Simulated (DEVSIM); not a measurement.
Device: illuminated Si n-on-p cell, one wavelength, at 300 K.

```csv
layer (left to right),material,thickness (μm),Nd (cm⁻³),Na (cm⁻³),τn (s),τp (s),absorption coefficient (cm⁻¹)
1,Si,0.0780,1.1e19,-,1.1e-7,7.5e-8,63000
2,Si,150,-,1.8e17,3.4e-6,3.4e-6,63000
```

Left contact: ohmic, minority hole recombination velocity 20000 cm/s. Right contact: ohmic, minority electron recombination velocity 10000 cm/s. Voltage is applied to the left contact. Recombination: SRH at mid-gap, radiative, Auger. Light enters at the left, 3.9e18 photons cm⁻² s⁻¹, one pass, no reflection. Mobility is constant in doping.

This is a model device: material constants are rounded textbook-type values typed into the input, and sizes, dopings and lifetimes were drawn at random. Values at 300 K.

| parameter | Si |
|---|---|
| gap (eV) | 1.124 |
| affinity (eV) | 4.05 |
| permittivity | 11.7 |
| Nc (cm⁻³) | 2.86e19 |
| Nv (cm⁻³) | 3.1e19 |
| μn (cm²/Vs) | 1417 |
| μp (cm²/Vs) | 470 |
| B (cm³/s) | 4.7e-15 |
| Cn (cm⁶/s) | 2.8e-31 |
| Cp (cm⁶/s) | 9.9e-32 |

DEVSIM, 1D drift-diffusion, Boltzmann statistics, complete ionisation; no tunnelling, impact ionisation, image-force lowering or self-heating.

**Question.** Tabulate band edges, carrier densities and field at -0.9 V on the left contact, in the dark.

**Answer.** Energies count from the Fermi level of the right contact; mesh points crowd at the junctions.

| x (μm) | Ec (eV) | Ev (eV) | n (cm⁻³) | p (cm⁻³) | field (V/cm) |
|---|---|---|---|---|---|
| 0.000 | 0.925 | -0.199 | 1.1e19 | 4.0e15 | -51 |
| 0.02311 | 0.925 | -0.199 | 1.1e19 | 4.0e15 | ≈ 0 |
| 0.05224 | 0.925 | -0.199 | 1.1e19 | 4.0e15 | ≈ 0 |
| 0.07603 | 0.933 | -0.191 | 7.9e18 | 5.6e15 | 70000 |
| 0.1179 | 1.038 | -0.086 | 1.4e17 | 3.2e17 | 180 |
| 0.1986 | 1.038 | -0.086 | 1.4e17 | 3.2e17 | ≈ 0 |
| 0.3810 | 1.038 | -0.086 | 1.4e17 | 3.2e17 | ≈ 0 |
| 1.038 | 1.038 | -0.086 | 1.4e17 | 3.2e17 | ≈ 0 |
| 2.280 | 1.038 | -0.087 | 1.4e17 | 3.2e17 | ≈ 0 |
| 4.888 | 1.037 | -0.087 | 1.3e17 | 3.1e17 | ≈ 0 |
| 10.99 | 1.036 | -0.088 | 1.3e17 | 3.1e17 | ≈ 0 |
| 32.96 | 1.032 | -0.092 | 1.1e17 | 2.9e17 | ≈ 0 |
| 74.49 | 1.022 | -0.102 | 7.7e16 | 2.6e17 | ≈ 0 |
| 115.5 | 1.009 | -0.115 | 5.4e16 | 2.3e17 | ≈ 0 |
| 138.1 | 1.000 | -0.124 | 4.2e16 | 2.2e17 | ≈ 0 |
| 144.8 | 0.998 | -0.126 | 3.8e16 | 2.2e17 | ≈ 0 |
| 147.8 | 0.997 | -0.127 | 3.7e16 | 2.2e17 | ≈ 0 |
| 149.1 | 0.996 | -0.128 | 3.6e16 | 2.2e17 | ≈ 0 |
| 149.8 | 0.996 | -0.128 | 3.6e16 | 2.2e17 | ≈ 0 |
| 149.9 | 0.996 | -0.128 | 3.5e16 | 2.2e17 | ≈ 0 |
| 150.0 | 0.996 | -0.128 | 3.5e16 | 2.2e17 | -26 |
| 150.1 | 0.991 | -0.133 | 4.2e16 | 1.8e17 | -5500 |
